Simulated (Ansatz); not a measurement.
System: interstitial Be in beta Ga2O3 (charge state +2). The step: a concerted move, in which Be travels most; the atom moves 1.94 Å along (0.01, 0.50, -0.19) of the unit cell; the moving atom starts with neighbours O at 1.62, 2 O at 1.66, O at 1.79 Å and ends with O at 1.62, 2 O at 1.66, O at 1.79 Å. DFT values are from Ansatz (plane-wave PAW, 420 eV unless said) in a cell of 120 host sites, spin-restricted, static, with no finite-size correction. The charge state is imposed; whether it is stable for some Fermi level was not computed. Sites that were not tried may lie lower. For the PBE band: the saddle point's order was not checked.

```
Level                                                              Forward barrier (eV)  Cost of the band or of the saddle's single point
-----------------------------------------------------------------  --------------------  ------------------------------------------------
CHGNet universal potential (has no charge state), its own band                     0.53                                                 -
PBE, the Γ point alone, band relaxed                                               0.75                           roughly 50 core-minutes
PBE, a 2×2×2 k-point mesh shifted by half a step, same geometries                  0.76             about 8 core-minutes (a rough figure)
r2SCAN at 500 eV, the Γ point alone, same geometries                                ___                     very roughly 110 core-seconds
```

Question: What belongs in the gaps?

Answer: 
- r2SCAN at 500 eV, the Γ point alone, same geometries, Forward barrier (eV): 0.74

Ansatz is an electronic-structure program.
